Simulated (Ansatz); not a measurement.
**metastable alpha cristobalite: the defect K interstitial**

All values below come from PBE, PAW (plane waves to 420 eV; Ansatz, a program for electronic structure). A supercell of 96 sites (2×2×2 repeats of a cell of 12 atoms) was used; the energies come from a 2×2×2 shifted sampling of its zone. Site at the start: void with 4O nearest. Charged cells carry a point-charge image correction with potential alignment at far atoms. Dielectric constants: PBE linear response of the host. Host gap at this level: 5.51 eV. A cell of this size leaves errors of a few tenths of an eV. PBE underestimates the host's gap, which shifts levels and can delocalise carriers. Spin–orbit coupling is left out. Each state is the lowest found from its start.

The name describes the start; the neighbours show where the atoms ended.

Charges with a result: +1, 0. Others weren't obtained, and one of them could lie lower, also by skipping a charge.

```json
[
 {"charge": "+1", "moment (μB)": "not spin-polarised", "largest move off a lattice site (Å)": "0.28", "neighbours of the last K atom of the defect at the end (Å)": "O 2.67, O 2.67, O 2.75, O 2.75, O 2.85, O 2.85", "image correction with alignment (eV)": "0.57"},
 {"charge": "0*", "moment (μB)": "quenched", "largest move off a lattice site (Å)": "0.28", "neighbours of the last K atom of the defect at the end (Å)": "O 2.66, O 2.66, O 2.75, O 2.76, O 2.85, O 2.85", "image correction with alignment (eV)": "–"}
]
```

* At this level the carrier isn't localised at the defect: at charge 0 electrons occupy the conduction band. Such a state is shallow or no state of the defect, and this cell gives it no level.

Starting moments that weren't kept: charge 0 began with 1 μB and ended with 0.0.

Flagged in the runs: a host whose relaxation on this sampling wasn't shown to rest, a strain field that reaches the edge of the cell.
